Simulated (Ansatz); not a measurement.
The parent structure is Lu in the hcp (Mg type) structure (space group P6_3/mmc, No. 194; a = 3.506 Å, c = 5.482 Å; relaxed with 0.1 eV smearing).

All numbers come from PBE, PAW, 420 eV (Ansatz, a program for electronic structure; without spin-orbit coupling).

Before the change:

```
Property    Value
--------  -------
Pressure  0.0 GPa
Band gap     zero
```

Modification: every lattice vector is stretched by 0.50 %, atoms relaxed at fixed cell.

Task: What does the calculation give for the pressure after the change?

Result: The pressure (mean of the normal stresses, compression positive) goes from zero to -0.7 GPa.

Task: What happens to the energy relative to the base?

Result: The energy rises by 0.9 meV/atom.

Task: Estimate the effect on the band gap.

Result: The band gap remains zero.

The cells carry an imposed strain or load. Whether these cells are dynamically stable was not tested.
